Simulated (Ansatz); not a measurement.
Take W in the bcc (W type) structure (space group Im-3m, No. 229; a = 3.135 Å; relaxed with 0.1 eV smearing) as the base. Axes: x, y, z lie along the cube axes.

Calculations: Ansatz (an electronic-structure program) LDA, scalar-relativistic without spin-orbit coupling.

Base values:

```
Property  Result
--------  ------
Band gap    zero
```

Modification: uniaxial strain ε_zz = −1.00 %, all other strain components held at zero, atoms relaxed at fixed cell.

Predict the new stress, energy relative to the base and band gap.

The stress (xx, yy, zz, yz, xz, xy; compression positive) amounts to (2.3, 2.3, 5.8, 0.0, 0.0, 0.0) GPa; the energy goes up by 2.8 meV/atom; the band gap remains zero.

Stability against distortions was not tested. The final runs are not spin-polarised.
